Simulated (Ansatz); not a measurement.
The parent structure is Ge in the diamond structure (space group Fd-3m, No. 227).

```
Ge
1.0
    0.00000     2.83808     2.83808
    2.83808     0.00000     2.83808
    2.83808     2.83808     0.00000
Ge
2
Cartesian
  0.00000   0.00000   0.00000
  1.41904   1.41904   1.41904
```

Cartesian axes are those of the cell as printed.

Level of theory: PBEsol/PAW in Ansatz (an electronic-structure program), without spin-orbit coupling.

For the base:

The shortest interatomic distance is 2.458 Å and the pressure is 0.0 GPa. The band gap is zero.

One thing is altered: a pure shear with ε_xy = ε_yx = 0.0171; the atoms relax in the strained cell.

### Question
Predict the new largest internal atomic displacement, shortest interatomic distance, pressure, energy relative to the base and band gap.

### Answer
The largest internal atomic displacement amounts to 0.014 Å; the shortest interatomic distance shrinks by 0.012 Å to 2.446 Å; the pressure (mean of the normal stresses, compression positive) is nearly the same (0.0 GPa against 0.1 GPa); the energy goes up by 4.8 meV/atom; the band gap stays zero.

No phonon test of stability was made. A zero or small gap of Ge can be the functional's error rather than a property of the material.
